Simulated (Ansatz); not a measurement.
Results of HSE06 (plane waves, PAW; Ansatz, a first-principles code) for C (within 0.1 Å of Fmmm, No. 69, 4 atoms in the cell; start mp-568286; another form than the element's usual one).

Run with plane-wave cutoff 460 eV, 12×12×4 k mesh (along the axes of the cell as run), Fermi–Dirac smearing 0.01 eV, scalar-relativistic PAW data made under PBE.

Cell (relaxed with PBEsol):

```cif
data_C4
_chemical_formula_sum 'C4'
_space_group_name_H-M_alt 'P 1'
_space_group_IT_number 1
_cell_length_a 2.45859
_cell_length_b 2.45859
_cell_length_c 7.35029
_cell_angle_alpha 90.000
_cell_angle_beta 90.000
_cell_angle_gamma 119.988
loop_
_space_group_symop_operation_xyz
  'x, y, z'
loop_
_atom_site_label
_atom_site_type_symbol
_atom_site_fract_x
_atom_site_fract_y
_atom_site_fract_z
_atom_site_occupancy
C1 C 0.58332 0.41668 0.74984 1
C2 C 0.41668 0.58332 0.25016 1
C3 C 0.91668 0.08332 0.74984 1
C4 C 0.08332 0.91668 0.25016 1
```

Problem. Estimate the band gap and direct gap at Γ that the calculation returns.

Solution. 
- band gap: 0.00 eV (under three smearing widths, so not firm)
- direct gap at Γ: 7.95 eV

Note: cell and atoms aren't relaxed at this level (pressure -2.7 GPa).

Static lattice: no zero-point or thermal effects.

Cost on a shared machine: very roughly 60 core-seconds.

A start named mp-… is a Materials Project structure, which need not be a measured phase.
